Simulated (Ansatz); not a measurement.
The starting structures come from a database of crystals and need not be the phases stable at ambient conditions.

By PBEsol, the system below comes out a metal.

Given:

```xyz
10
Lattice="6.6332 0.0000 0.0000 0.0000 6.6332 0.0000 0.0000 0.0000 3.2968" Properties=species:S:1:pos:R:3 pbc="T T T"
Si     5.7428     2.4262     0.0000
Si     0.8904     4.2070     0.0000
Si     4.2070     5.7428     0.0000
Si     2.4262     0.8904     0.0000
Mo     3.3166     3.3166     0.0000
Mo     0.0000     0.0000     0.0000
Mo     2.2469     5.5635     1.6484
Mo     4.3863     1.0697     1.6484
Mo     1.0697     2.2469     1.6484
Mo     5.5635     4.3863     1.6484
```

Space group of this cell: P4/mbm. The cell is taken as given; by PBEsol its mean pressure is -6.9 GPa.

The current flows along the normal of the first two printed cell vectors, the (001) plane of the conventional cell. No spin-orbit coupling; the value is a mean over 0.1 eV about the Fermi level.

Q: State the ballistic conductance per area according to PBEsol run with Ansatz (an electronic-structure program).

A: 0.68 × 10¹⁵ S/m² for both spins.
